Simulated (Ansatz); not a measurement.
# ZnO: stress against strain

ZnO (wurtzite, P6_3mc, 12.327 Å³/atom at rest, c along z) under an equal strain ε in the (0001) plane with the normal axis free, as in a coherent film. PBE in Ansatz, a plane-wave DFT program (PAW, default set), 420 eV, 12×12×6 Γ-centred mesh, Fermi-Dirac smearing 0.05 eV; ions are relaxed within the symmetry of each cell. Stress is positive for a compressed cell.

Here s stands for strain and y for stress xx.

| strain (%) | stress xx (GPa) |
|---|---|
| -3.00 | ? |
| -1.20 | 2.58 |
| -0.60 | 1.28 |
| 0.00 | 0.00 |
| 0.60 | -1.25 |
| 1.20 | -2.46 |

### Question
Fit y against s with a straight line, and predict the withheld value at s = -3.00.

### Answer
Means: s 0, y 0.030. About the means, the sum of products is -7.5660 and the sum of squares of s is 3.6000; the slope is their ratio. Least squares gives y = 0.030 - 2.1017·s. Residuals (row less fit): 0.028, -0.011, -0.030, -0.019, 0.032; standard error 0.033 (degrees of freedom: 3). The slope gives the biaxial elastic modulus of this plane = 210 ± 1.7 GPa. At the withheld row, y = 0.030 - 2.1017 × (-3.0) = 6.335 GPa. The calculation gives 6.59 GPa, 0.255 GPa above the prediction (2.8 % of the range of y in the table). The row lies outside the fitted rows, so this is an extrapolation. From the scatter of the fitted rows alone, a prediction at this place has a standard error of 0.063 GPa, so the miss is 4.0 times that.

One order more, fitted to all 11 runs of the series, follows each within 0.03, so the miss is the next term of a smooth law. Rows are the converged runs of the series near zero and its far end; series whose fitted rows scatter by over a few per cent of the range, as at a crossing or softening among them, aren't shown in this form. Most that stay on the fit to the last digits aren't either.
